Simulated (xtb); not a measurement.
xtb 6.7.1, GFN2-xTB: La(Cl)(amdMe)2 (CC1[N](C)[La]2([Cl])([N](C)C(C)=[N]->2C)<-[N]=1C), 32 atoms. The geometry is a generated start, not checked to be a minimum at this level.

- method = GFN2-xTB
- --acc = 1 (default)
- --etemp (K) = 300 (default)
- detailed input (--input) = none: ANC optimiser, Lindh (1995) Hessian, microcycle=20, maxdispl=1.0, hlow=0.01 (default)
- basis functions = 86
- valence electrons = 80

Charge 0 and multiplicity 1 are set for this test and not shown to be the ground state.

The structure is relaxed from this start with --opt LEVEL for the levels crude, sloppy, loose, lax, normal, tight, vtight, extreme, once each. Up to the end of the extreme run atoms move by at most 0.56 Å along an axis.

Question: Which level is enough to come within 1 meV of the tightest end point?

Answer: vtight: 82 cycles against 83, ending 0.00069 meV above.

```json
[
 {"level": "crude", "cycles": "1", "energy above the extreme run (meV)": "10", "gradient norm (eV/Å)": "0.12"},
 {"level": "sloppy", "cycles": "1", "energy above the extreme run (meV)": "10", "gradient norm (eV/Å)": "0.12"},
 {"level": "loose", "cycles": "1", "energy above the extreme run (meV)": "10", "gradient norm (eV/Å)": "0.12"},
 {"level": "lax", "cycles": "1", "energy above the extreme run (meV)": "10", "gradient norm (eV/Å)": "0.12"},
 {"level": "normal", "cycles": "21", "energy above the extreme run (meV)": "4.1", "gradient norm (eV/Å)": "0.025"},
 {"level": "tight", "cycles": "41", "energy above the extreme run (meV)": "2.2", "gradient norm (eV/Å)": "0.038"},
 {"level": "vtight", "cycles": "82", "energy above the extreme run (meV)": "under 0.01", "gradient norm (eV/Å)": "0.0042"},
 {"level": "extreme", "cycles": "83", "energy above the extreme run (meV)": "—", "gradient norm (eV/Å)": "0.0017"}
]
```
